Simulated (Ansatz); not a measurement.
Start from Lu in the hcp (Mg type) structure (space group P6_3/mmc, No. 194; relaxed with 0.1 eV smearing).

```
CELL_PARAMETERS angstrom
      3.50616     0.00000     0.00000
     -1.75308     3.03643     0.00000
      0.00000     0.00000     5.48202
ATOMIC_POSITIONS crystal
  Lu 0.66667 0.33333 0.75000
  Lu 0.33333 0.66667 0.25000
```

All numbers come from Kohn–Sham DFT with the PBE functional, run in Ansatz (a program for electronic structure) with PAW and 420 eV plane waves, spin-orbit coupling left out.

Strains are applied to the cell and any free atomic positions relax.

One change was made to it. Results:

| quantity | base | after |
|---|---|---|
| energy relative to the base (free energy F) | 0 meV/atom | +3.9 meV/atom |
| pressure (mean of the normal stresses, compression positive) | 0.0 GPa | 1.5 GPa |

### Question
Name the change that was made.
A. isotropic strain −1.00 %
B. isotropic strain −2.50 %
C. isotropic strain +3.00 %

### Answer
A, isotropic strain −1.00 %. For comparison, the energy relative to the base in the other runs: isotropic strain −2.50 % gives +25 meV/atom; isotropic strain +3.00 % gives +31 meV/atom.

Whether these cells are dynamically stable was not tested.
